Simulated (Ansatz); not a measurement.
System: interstitial Cu in monoclinic ZrO2 strained by +1.5 % along x and y, z held (charge state +1). The step: Cu moves alone to another site; the atom moves 3.28 Å along (0.00, 0.35, -0.50) of the unit cell; the moving atom starts with neighbours O at 1.91, O at 1.98, O at 1.99, O at 2.32 Å and ends with O at 1.91, O at 1.98, O at 1.99, O at 2.32 Å. DFT values are from Ansatz (plane-wave PAW, 420 eV unless said) in a cell of 96 host sites, spin-restricted, static, with no finite-size correction. The charge state is imposed; whether it is stable for some Fermi level was not computed. Sites that were not tried may lie lower. For the PBE band: the saddle point's order was not checked.

```
Level                                                              Forward barrier (eV)  Cost of the band or of the saddle's single point
-----------------------------------------------------------------  --------------------  ------------------------------------------------
CHGNet universal potential (has no charge state), its own band                     1.07                                                 -
PBE, the Γ point alone, band relaxed                                               1.30            about 12 core-minutes (a rough figure)
PBE, a 2×2×2 k-point mesh shifted by half a step, same geometries                  1.31           about 2.7 core-minutes (a rough figure)
```

Ansatz is a program for electronic structure.
